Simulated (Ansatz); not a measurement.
Consider BeS in the rock salt structure (space group Fm-3m, No. 225; a = 4.629 Å; a hypothetical phase, not in the database extracts checked). Axes: x, y, z lie along the cube axes.

Calculations: DFT with PBE, PAW potentials and a 420 eV plane-wave cutoff in Ansatz (a first-principles code), without spin-orbit coupling.

Strains are applied to the cell and any free atomic positions relax.

One change was made to it. Results:

```
quantity                base    after
-------------------  -------  -------
band gap             0.97 eV  0.38 eV
smallest direct gap  4.16 eV  3.32 eV
```

### Question
Which of these changes matches the shifts?
A) tensor shear ε_xy = −0.97 %
B) isotropic strain +1.45 %
C) tensor shear ε_yz = −3.56 %
D) uniaxial strain ε_xx = −4.65 %

### Answer
C, tensor shear ε_yz = −3.56 %. For comparison, the band gap in the other runs: tensor shear ε_xy = −0.97 % gives 0.85 eV; uniaxial strain ε_xx = −4.65 % gives 0.63 eV; isotropic strain +1.45 % gives 0.95 eV.

Stability against distortions was not tested.
